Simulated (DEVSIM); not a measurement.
Structure: Si/Ge p-n heterojunction, at 300 K.

Layer 1 from the left is Si, thickness (μm) 0.0630, Na (cm⁻³) 1.2e17, τn (s) 3.1e-7, τp (s) 3.1e-7. Layer 2 from the left is Ge, thickness (μm) 3.90, Nd (cm⁻³) 1.9e18, τn (s) 3.1e-7, τp (s) 3.1e-7.

Left contact: ohmic. Right contact: ohmic. Voltage is applied to the left contact. Recombination: SRH at mid-gap, radiative, Auger. Mobility is μmin + (μ − μmin)/(1 + (N/Nref)^α).

Constants are typed, rounded textbook-type inputs, not results; the design itself was drawn at random and stands for no fabricated device. Values at 300 K.

Si: gap (eV) 1.124, affinity (eV) 4.05, permittivity 11.7, Nc (cm⁻³) 2.86e19, Nv (cm⁻³) 3.1e19, μn (cm²/Vs) 1417, μp (cm²/Vs) 470, μn,min 52, μp,min 45, Nref,n 9.7e16, Nref,p 2.2e17, αn 0.68, αp 0.72, B (cm³/s) 4.7e-15, Cn (cm⁶/s) 2.8e-31, Cp (cm⁶/s) 9.9e-32. Ge: gap (eV) 0.664, affinity (eV) 4, permittivity 16, Nc (cm⁻³) 1.04e19, Nv (cm⁻³) 6e18, μn (cm²/Vs) 3900, μp (cm²/Vs) 1900, μn,min 150, μp,min 100, Nref,n 2.6e17, Nref,p 4e17, αn 0.56, αp 0.6, B (cm³/s) 6.4e-14, Cn (cm⁶/s) 1e-31, Cp (cm⁶/s) 1e-31.

Model (solved in DEVSIM): 1D drift-diffusion, Boltzmann statistics, complete ionisation; no tunnelling, impact ionisation, image-force lowering or self-heating. Band offsets follow the typed affinities; no thermionic-emission limit at abrupt steps, no polarisation charge.

Q: What does the simulation give for the dark forward voltage at 1 A/cm², the dark forward voltage at 100 A/cm², the largest field in the device at zero bias?

A: dark forward voltage at 1 A/cm² 0.506 V; dark forward voltage at 100 A/cm² 0.639 V; largest field in the device at zero bias 220000 V/cm.
